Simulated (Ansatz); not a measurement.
# TiAl: response to strain

Take TiAl (space group P4/mmm, No. 123; relaxed with 0.1 eV smearing) as the base.

```
TiAl
1.0
    2.81271     0.00000     0.00000
    0.00000     2.81271     0.00000
    0.00000     0.00000     4.06160
Ti Al
1 1
Direct
  0.00000   0.00000   0.00000
  0.50000   0.50000   0.50000
```

Cartesian axes are those of the cell as printed.

Strains are applied to the cell and any free atomic positions relax.

Computed with r2SCAN in Ansatz (plane waves to 500 eV, PAW, no spin-orbit coupling).

Notes on the quantities. energy relative to the base: free energy F.

```tsv
uniaxial strain ε_xx (%)	energy relative to the base (meV/atom)
0	0.0
0.5	?
1	1.0
1.5	2.3
2	4.1
2.5	6.3
3	9.0
```

**Question.** Fit ΔE = Aε² + Bε³ (ε in %) to the rows shown and predict the withheld row.

**Answer.** Least squares on the printed values gives A = 1.05 and B = -0.017 meV/atom (largest residual 0.0 meV/atom); this predicts 0.3 meV/atom, and the run gives 0.3 meV/atom, in agreement.

Stability against distortions was not tested. The final runs are not spin-polarised.

Ansatz is a quantum-chemistry and plane-wave program.
